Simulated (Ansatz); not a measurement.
Cell and atoms of amorphous Al28O44Hf:

```
CELL_PARAMETERS angstrom
      9.29303     0.00000     0.00000
      0.00000     9.29303     0.00000
      0.00000     0.00000     9.29303
ATOMIC_POSITIONS crystal
  Al 0.08906 0.18116 0.65873
  Al 0.21495 0.60884 0.39139
  Al 0.68523 0.33221 0.95511
  Al 0.46709 0.48466 0.19524
  Al 0.57618 0.16965 0.76134
  Al 0.11741 0.95694 0.22176
  Al 0.38571 0.91864 0.75209
  Al 0.84597 0.08067 0.42229
  Al 0.74973 0.89516 0.81877
  Al 0.17119 0.32747 0.24128
  Al 0.90285 0.66670 0.29100
  Al 0.76472 0.02069 0.12486
  Al 0.99807 0.46378 0.79167
  Al 0.83067 0.67797 0.60156
  Al 0.48022 0.81002 0.20501
  Al 0.59392 0.60016 0.40923
  Al 0.81377 0.37219 0.23892
  Al 0.04576 0.86791 0.56423
  Al 0.58910 0.87887 0.51496
  Al 0.58101 0.23520 0.43758
  Al 0.68411 0.61195 0.01094
  Al 0.53314 0.61488 0.76021
  Al 0.04755 0.68223 0.04605
  Al 0.31090 0.35548 0.58513
  Al 0.23717 0.65630 0.72710
  Al 0.89584 0.18382 0.92269
  Al 0.31438 0.03224 0.43417
  Al 0.14292 0.96969 0.89341
  O  0.39193 0.73869 0.80807
  O  0.50038 0.26244 0.61390
  O  0.66461 0.43810 0.12238
  O  0.75328 0.21546 0.79674
  O  0.17468 0.88647 0.72480
  O  0.10779 0.60880 0.87592
  O  0.32650 0.02024 0.91123
  O  0.90433 0.77348 0.44881
  O  0.52248 0.21745 0.94370
  O  0.76701 0.24968 0.37650
  O  0.61082 0.78980 0.34716
  O  0.87771 0.51720 0.66479
  O  0.05912 0.12994 0.84299
  O  0.33661 0.35823 0.13754
  O  0.85848 0.67265 0.09680
  O  0.14945 0.68053 0.55669
  O  0.90417 0.99269 0.25686
  O  0.32510 0.92155 0.20655
  O  0.40734 0.91220 0.55336
  O  0.67372 0.73360 0.86603
  O  0.37336 0.52070 0.66849
  O  0.84025 0.98767 0.95376
  O  0.90966 0.38006 0.93373
  O  0.15100 0.93269 0.40924
  O  0.58000 0.97517 0.75304
  O  0.22588 0.41466 0.41107
  O  0.88556 0.83466 0.69975
  O  0.58125 0.97105 0.12672
  O  0.51629 0.65438 0.09840
  O  0.53199 0.41988 0.37451
  O  0.09513 0.66745 0.24164
  O  0.13140 0.36353 0.69435
  O  0.78937 0.20913 0.09263
  O  0.44225 0.14318 0.33541
  O  0.77621 0.54393 0.35547
  O  0.09156 0.86932 0.04429
  O  0.67505 0.04145 0.49297
  O  0.62672 0.68454 0.58993
  O  0.39174 0.64086 0.32550
  O  0.25168 0.16332 0.56361
  O  0.17385 0.14136 0.18326
  O  0.99906 0.39637 0.22572
  O  0.97093 0.07199 0.56145
  O  0.61509 0.48432 0.86680
  Hf 0.40129 0.12100 0.10503
```

Methods: PBE, scalar-relativistic without spin-orbit coupling (Ansatz, a first-principles code); r2SCAN, scalar-relativistic without spin-orbit coupling (Ansatz); HSE06, scalar-relativistic without spin-orbit coupling (Ansatz). Neutral PBE cell, which sets geometry, pressure and energy: sampling: a 2×2×2 Γ-centred mesh; Fermi-Dirac width 0.02 eV; no spin polarisation. Exact exchange is cut at the faces of this 9 Å cell, which leaves hybrid gaps a finite-size error.

Preparation: random packing, a CHGNet melt and quench, and a DFT relaxation. O atoms were pushed apart under 1.9 Å during the dynamics, to hinder bonds among them. The hot cell started wider than the set density and was brought back towards it in steps. It is the lowest in DFT energy of 2 quenches. It is a model cell: composition and starting density were chosen by hand, and all elements were melted together. No dispersion term was used. Its density started from a set value of 3.39 and ended at 3.39 g/cm³. The quench (nominally 410 K/ps over its main leg) was far faster than any real one, so the model tends to hold more defects than a real film. Values belong to this one cell and scatter from quench to quench. The volume was held where the preparation left it.

Problem. Give the pressure, the energy against reference phases and the spacing of the highest filled and lowest empty levels.

Solution. 
Pressure on a 2×2×2 Γ-centred mesh: 25.3 kbar
Largest force and stress component on that mesh (the relaxation ran on the zone centre alone): 0.03 eV/Å and 4.8 GPa
Energy relative to corundum + HfO2 (P2_1/c) (lowest mix at this level among the phases computed, not always the ambient ones): 0.192 eV/atom
Level gap on a 2×2×2 Γ-centred mesh (PBE): 3.24 eV
Level gap at the zone centre (PBE): 3.24 eV
Level gap at the zone centre (r2SCAN): 3.86 eV
Level gap at the zone centre (HSE06): 4.93 eV
Distance between the nearest levels spread over more than a fifth of the atoms or a third of the atoms of their main element (six at least) (PBE, zone centre): 3.97 eV

Problem. At PBE and the zone centre, how localised are the states just below and above the Fermi level (participation number: the atoms over which a state spreads)?

Solution. The highest filled state is spread over 4.7 atoms' worth, largest on O51, with weights by element (charge in smoothed Voronoi cells) O 0.95, Al 0.05, Hf 0.00. The lowest empty state is spread over 59.9 atoms' worth, largest on Hf73, with weights by element (charge in smoothed Voronoi cells) O 0.58, Al 0.38, Hf 0.04.

At PBE the levels at the filled edge of the gap are localised (band-tail or defect states), and the nearest spread-out levels lie 4.0 eV apart at the zone centre.

Bonds are counted up to Al-Al 2.66 Å, Al-O 2.46 Å, Al-Hf 3.00 Å, O-O 1.58 Å, O-Hf 2.65 Å, Hf-Hf 3.34 Å. Two cations that share two anions don't count as bonded, nor two that share one unless they lie closer than Al-Al 2.59 Å, Al-Hf 2.92 Å, Hf-Hf 3.25 Å.

Added carriers, by Ansatz with PBE, scalar-relativistic without spin-orbit coupling on the zone centre alone. Charged cells keep the cell fixed and stand in a uniform background, with no image correction, at a width of 0.01 eV; where the count is odd the moment is locked at 1 μB, unless the neutral cell bore moments. Each starts from the undistorted neutral geometry alone. PBE's self-interaction favours spread-out carriers, so it can miss traps that a hybrid finds.

Problem. What happens at PBE when the cell takes an extra electron and the atoms relax?

Solution. Relaxation lowers the charged cell by 0.04 eV. The largest moves are Al11 0.17 Å, O55 0.10 Å, O36 0.10 Å, O59 0.10 Å. The level that holds the added charge spreads over 56.3 atoms' worth, most on Al23 (weight 0.05): a carrier spread over the cell. No bond crosses its cut-off with a change of over 0.15 Å (metal-metal contacts aside). Made neutral again at that geometry, the cell lies +0.05 eV from the neutral start.

Problem. What happens at PBE when the cell takes a hole and the atoms relax?

Solution. Relaxation lowers the charged cell by 0.38 eV. The largest moves are Al11 0.36 Å, Al16 0.35 Å, O70 0.34 Å, O67 0.34 Å. The level that was emptied spreads over 3.7 atoms' worth, most on O51 (weight 0.38): a localised (trapped) carrier, which neighbours of that atom can share. Bonds broken: Al16-O67, Al19-O53. Made neutral again at that geometry, the cell lies +0.72 eV from the neutral start.
